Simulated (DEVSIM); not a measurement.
Device: Schottky contact on n-type Si, at 250 K.

```
layer (left to right)  material  thickness (μm)  Nd (cm⁻³)  τn (s)  τp (s)
---------------------  --------  --------------  ---------  ------  ------
1                            Si            3.10     2.7e16  4.3e-7  4.3e-7
```

Left contact: Schottky, work function 4.51 eV, emission velocity 8.6e6 cm/s. Right contact: ohmic. Voltage is applied to the left contact. Recombination: SRH at mid-gap. Gap narrowing is on: ΔEg = 6.92 meV × (l + √(l² + 0.5)), l = ln(N/1.3e17 cm⁻³), shared equally by both band edges. Mobility is constant in doping.

Constants are typed, rounded textbook-type inputs, not results; the design itself was drawn at random and stands for no fabricated device. Values at 300 K; Nc and Nv go as T^1.5, mobilities as T to minus their exponent, the gap by Varshni's rule with the affinity fixed.

| parameter | Si |
|---|---|
| gap (eV) | 1.124 |
| affinity (eV) | 4.05 |
| permittivity | 11.7 |
| Nc (cm⁻³) | 2.86e19 |
| Nv (cm⁻³) | 3.1e19 |
| μn (cm²/Vs) | 1417 |
| μp (cm²/Vs) | 470 |
| T exponent of μn | 2.3 |
| T exponent of μp | 2.2 |
| Varshni α (eV/K) | 0.000473 |
| Varshni β (K) | 636 |

DEVSIM, 1D drift-diffusion, Boltzmann statistics, complete ionisation; no tunnelling, impact ionisation, image-force lowering or self-heating. Metal contacts follow the ideal Schottky-Mott rule: no Fermi-level pinning, no interface dipoles.

The doping Nd of layer 1 was swept, all else fixed.

| doping Nd of layer 1 (cm^-3) | dark forward voltage at 1 A/cm² (V) | dark forward voltage at 100 A/cm² (V) | potential step across the device at zero bias (V) | largest field in the device at zero bias (V/cm) |
|---|---|---|---|---|
| 8.1e14 | 0.104 | 0.321 | 0.240 | 7400 |
| 2.7e15 | 0.097 | 0.236 | 0.266 | 14000 |
| 8.1e15 | 0.093 | … | 0.290 | … |
| 2.7e16 | 0.091 | 0.195 | 0.315 | 49000 |
| 8.1e16 | 0.090 | 0.190 | 0.338 | 88000 |
| 2.7e17 | 0.085 | 0.184 | 0.359 | 170000 |
| 8.1e17 | 0.077 | 0.176 | 0.376 | 290000 |

**Question.** What belongs in the gaps?

**Answer.** 
- 8.1e15, dark forward voltage at 100 A/cm² (V): 0.207
- 8.1e15, largest field in the device at zero bias (V/cm): 26000
